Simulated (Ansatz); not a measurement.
Amorphous In9Ga9Zn9O39Lu2, 68 atoms at 6.19 g/cm³, one PBE-relaxed geometry, zone centre. Methods: PBE, scalar-relativistic without spin-orbit coupling (Ansatz, a first-principles code); r2SCAN, scalar-relativistic without spin-orbit coupling (Ansatz); HSE06, scalar-relativistic without spin-orbit coupling (Ansatz). Plane waves to 420 eV (r2SCAN 500 eV); exact exchange is cut at the cell's faces. All rungs ran without spin polarisation.

It comes from a melt-quench run on a machine-learned potential (CHGNet), relaxed afterwards by DFT. O atoms were pushed apart under 1.9 Å during the dynamics, to hinder bonds among them. The hot cell started wider than the set density and was brought back towards it in steps. It is the lowest in DFT energy of 2 quenches. It is a model cell: composition and starting density were chosen by hand, and all elements were melted together. No dispersion term was used. Its density started from a set value of 6.19 and ended at 6.19 g/cm³. The simulated quench (nominally 260 K/ps over its main leg) is rapid and tends to freeze in more defects than a deposited or slowly cooled glass has. One small periodic cell is one sample of the glass; other quenches scatter about these values. The volume was held where the preparation left it and the shape relaxed, at a PBE pressure of -0.2 GPa (tension).

The relaxation ran on the zone centre alone. At PBE the gap is 0.80 eV on a 2×2×2 Γ-centred mesh, and the spacing at the zone centre alone 0.80 eV.

What zone-centre spacing does r2SCAN give, roughly?

1.23 eV (+0.43 eV against PBE).

What zone-centre spacing does HSE06 give, roughly?

2.30 eV (+1.51 eV against PBE).

The highest filled and the lowest empty state spread over these numbers of atoms (participation numbers): PBE: 14.0 and 59.0; r2SCAN: 13.0 and 57.0; HSE06: 12.5 and 55.6.
